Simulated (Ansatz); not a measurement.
Defect: interstitial Li in rock-salt MgO, charge state +1. Level of theory: PBE, PAW (plane waves to 420 eV; Ansatz, a program for electronic structure).

Settings: 64 host sites, the relaxed PBE lattice, the Γ point alone, smearing 0.01 eV, spin-restricted, no image-charge correction. Energies are static. The charge state is imposed; whether it is stable for some Fermi level was not computed. Sites that were not tried may lie lower.

Barriers: single points on a 2×2×2 k-point mesh shifted by half a step at the bands' geometries.

Relaxed starting cell (atoms counted from 1):

```yaml
crystal:
  lattice:
    - [8.50724, 0.00000, 0.00000]
    - [0.00000, 8.50724, 0.00000]
    - [0.00000, 0.00000, 8.50724]
  atoms:
    - { symbol: Mg, position: [0.99945, 0.99988, 0.00067] }
    - { symbol: Mg, position: [0.99660, 0.99705, 0.50141] }
    - { symbol: Mg, position: [0.99660, 0.50058, 0.99790] }
    - { symbol: Mg, position: [0.99958, 0.50017, 0.50105] }
    - { symbol: Mg, position: [0.50011, 0.99700, 0.99786] }
    - { symbol: Mg, position: [0.49979, 0.00002, 0.50104] }
    - { symbol: Mg, position: [0.49977, 0.50021, 0.00090] }
    - { symbol: Mg, position: [0.51690, 0.51730, 0.51823] }
    - { symbol: O, position: [0.25003, 0.00062, 0.00148] }
    - { symbol: O, position: [0.24845, 0.99734, 0.50202] }
    - { symbol: O, position: [0.24842, 0.50112, 0.99818] }
    - { symbol: O, position: [0.25250, 0.49716, 0.49802] }
    - { symbol: O, position: [0.74965, 0.99995, 0.00078] }
    - { symbol: O, position: [0.74896, 0.00065, 0.50040] }
    - { symbol: O, position: [0.74898, 0.49960, 0.00151] }
    - { symbol: O, position: [0.75224, 0.50116, 0.50205] }
    - { symbol: Mg, position: [0.99957, 0.24978, 0.25069] }
    - { symbol: Mg, position: [0.99663, 0.24948, 0.75382] }
    - { symbol: Mg, position: [0.99663, 0.75299, 0.25028] }
    - { symbol: Mg, position: [0.99949, 0.75015, 0.75097] }
    - { symbol: Mg, position: [0.51673, 0.23265, 0.23365] }
    - { symbol: Mg, position: [0.49978, 0.24984, 0.75083] }
    - { symbol: Mg, position: [0.49974, 0.74995, 0.25070] }
    - { symbol: Mg, position: [0.50013, 0.75301, 0.75387] }
    - { symbol: O, position: [0.25253, 0.25287, 0.25380] }
    - { symbol: O, position: [0.24844, 0.24881, 0.75343] }
    - { symbol: O, position: [0.24844, 0.75266, 0.24973] }
    - { symbol: O, position: [0.24998, 0.74938, 0.75024] }
    - { symbol: O, position: [0.75218, 0.24883, 0.24973] }
    - { symbol: O, position: [0.74898, 0.25047, 0.75024] }
    - { symbol: O, position: [0.74899, 0.74939, 0.25129] }
    - { symbol: O, position: [0.74970, 0.75009, 0.75095] }
    - { symbol: Mg, position: [0.24938, 0.99998, 0.25067] }
    - { symbol: Mg, position: [0.24904, 0.99708, 0.75378] }
    - { symbol: Mg, position: [0.23234, 0.51715, 0.23368] }
    - { symbol: Mg, position: [0.24939, 0.50018, 0.75083] }
    - { symbol: Mg, position: [0.75256, 0.99702, 0.25029] }
    - { symbol: Mg, position: [0.74972, 0.99988, 0.75099] }
    - { symbol: Mg, position: [0.74956, 0.50019, 0.25069] }
    - { symbol: Mg, position: [0.75259, 0.50056, 0.75391] }
    - { symbol: O, position: [0.00023, 0.00063, 0.25129] }
    - { symbol: O, position: [0.99947, 0.99996, 0.75090] }
    - { symbol: O, position: [0.99694, 0.50114, 0.24972] }
    - { symbol: O, position: [0.00024, 0.49953, 0.75023] }
    - { symbol: O, position: [0.50071, 0.99732, 0.24972] }
    - { symbol: O, position: [0.49919, 0.00064, 0.75023] }
    - { symbol: O, position: [0.49675, 0.49722, 0.25369] }
    - { symbol: O, position: [0.50075, 0.50119, 0.75357] }
    - { symbol: Mg, position: [0.24943, 0.24981, 0.00084] }
    - { symbol: Mg, position: [0.23242, 0.23276, 0.51799] }
    - { symbol: Mg, position: [0.24902, 0.75296, 0.99786] }
    - { symbol: Mg, position: [0.24941, 0.74998, 0.50106] }
    - { symbol: Mg, position: [0.75254, 0.24944, 0.99788] }
    - { symbol: Mg, position: [0.74957, 0.24983, 0.50106] }
    - { symbol: Mg, position: [0.74973, 0.75016, 0.00071] }
    - { symbol: Mg, position: [0.75262, 0.75302, 0.50142] }
    - { symbol: O, position: [0.00023, 0.25042, 0.00153] }
    - { symbol: O, position: [0.99695, 0.24885, 0.50198] }
    - { symbol: O, position: [0.99951, 0.75010, 0.00075] }
    - { symbol: O, position: [0.00023, 0.74937, 0.50043] }
    - { symbol: O, position: [0.50072, 0.24884, 0.99817] }
    - { symbol: O, position: [0.49682, 0.25282, 0.49806] }
    - { symbol: O, position: [0.49914, 0.74938, 0.00149] }
    - { symbol: O, position: [0.50078, 0.75269, 0.50205] }
    - { symbol: Li, position: [0.37483, 0.37512, 0.37591] }
```
Cell charge +1.

End state 1 differs by these moves (Å; atoms that move under 0.08 Å are left out):

```csv
atom,element,Δx,Δy,Δz
8,Mg,-0.29,0.00,0.00
21,Mg,-0.29,0.00,0.00
35,Mg,0.15,-0.14,0.14
39,Mg,0.15,0.14,-0.14
50,Mg,0.15,0.15,-0.14
54,Mg,0.15,-0.15,0.14
65,Li,2.12,0.00,0.00
```

### Question
Give the forward and backward barriers to end state 1 at the level PBE, PAW.

### Answer
forward 1.38 eV, backward 1.38 eV; at the saddle point atom 65 has neighbours Mg at 1.97, Mg at 1.99; 2 O at 1.66 Å. The check of the saddle point's order was inconclusive, and it lies on a symmetry element of the cell, where a band can be held.
